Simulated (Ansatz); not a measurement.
The starting structures come from a database of crystals and need not be the phases stable at ambient conditions.

Inside the gap of an insulator the Bloch states are evanescent, with a wavenumber k + iκ along the transport direction.

Data:

```xyz
8
Lattice="6.6935 0.0000 0.0000 1.7380 6.4639 0.0000 2.4777 -3.2319 4.0724" Properties=species:S:1:pos:R:3 pbc="T T T"
Mg     4.2157     3.2319     0.0000
Mg     7.5624     3.2319     2.0362
Ge     0.0000     0.0000     0.0000
Ge     3.3467     0.0000     2.0362
P      3.2372     2.3256     2.1602
P      9.0617    -0.9064     3.9485
P      5.5641    -0.7096     1.9122
P      3.9554     5.7543     0.1240
```

Space group of this cell: I-42d, chalcopyrite. The cell is taken as given.

Transport runs along the normal of the first two printed cell vectors, the (110) plane of the conventional cell.

The gap is the functional's own, uncorrected, and κ follows it; spin-orbit coupling is left out. Mid-gap values are interpolated between the computed energies.

Q: Estimate the band gap and the smallest decay constant κ at mid-gap that r2SCAN (Ansatz, a program for electronic structure) returns for this system.

A: Gap 1.74 eV on a 8×8×8 mesh; κ = 0.158 1/Å, at the zone centre.
